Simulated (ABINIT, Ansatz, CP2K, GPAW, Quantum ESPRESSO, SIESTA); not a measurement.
**CuZn (Pm-3m, 2 atoms in the cell) computed with different codes at matched settings**

Self-consistent single point, at a second geometry (lattice scaled by 0.98). First geometry:

```yaml
crystal:
  lattice:
    - [2.99277, 0.00000, 0.00000]
    - [0.00000, 2.99277, 0.00000]
    - [0.00000, 0.00000, 2.99277]
  atoms:
    - { symbol: Zn, position: [0.50000, 0.50000, 0.50000] }
    - { symbol: Cu, position: [0.00000, 0.00000, 0.00000] }
```

Shared settings, as Ansatz (a program for electronic structure) writes them: kpoints.mp_grid.grid = 7 7 7; scf.occupations.method = gaussian; scf.occupations.width = 0.02 Ry. Potentials and cutoffs stand in the table.

```tsv
code	model	ΔF from the first geometry (meV/atom)	pressure (GPa)	cutoff
Quantum ESPRESSO	PBE, PseudoDojo standard norm-conserving (PBE) pseudopotentials	-0.5	3.66	95 Ry
GPAW	PBE, GPAW PAW datasets PBE (gpaw-data 1.0.1)	2.3	3.98	850 eV
ABINIT	PBE, PAW (JTH v2.0 PBE PAW)	-0.3	3.24	30 Ha
Ansatz	PBE, PAW files	0.0	3.57	default
CP2K	PBE, GPW, DZVP-MOLOPT-SR-GTH basis, GTH-PBE potentials (GTH_POTENTIALS)	8.4	5.61	grid 600 Ry
SIESTA	GGA PBE, numerical atomic orbitals DZP, PseudoDojo PBE standard norm-conserving potentials (rewritten from UPF to PSML)	-12.5	1.13	grid 400 Ry
```

On Ansatz's run: spin polarisation is off.

The spread over the programs that give each value: ΔF from the first geometry within 20.9 meV/atom; pressure within 4.48 GPa.

CP2K and SIESTA use small atom-centred bases, whose incompleteness enters pressures, forces and empty levels differently from a plane-wave cutoff. Ansatz's pressure is given at a fixed set of plane waves, as the other plane-wave codes print theirs; with its correction for the finite basis it is 3.73 GPa. In the pressure, CP2K (by 1.99) and SIESTA (by 2.49) lie more than 1 GPa from the median of the plane-wave programs.

The starting cell has typed, rounded lattice constants, without a prior relaxation at this level. Its lattice was rescaled by a random factor within 2.5 % of one. For this run, on top of that: lattice scaled by 0.98.

Left out of this page: Elk and FLEUR (not drawn, or without a comparable value).

Keys are those of Ansatz 0.2.
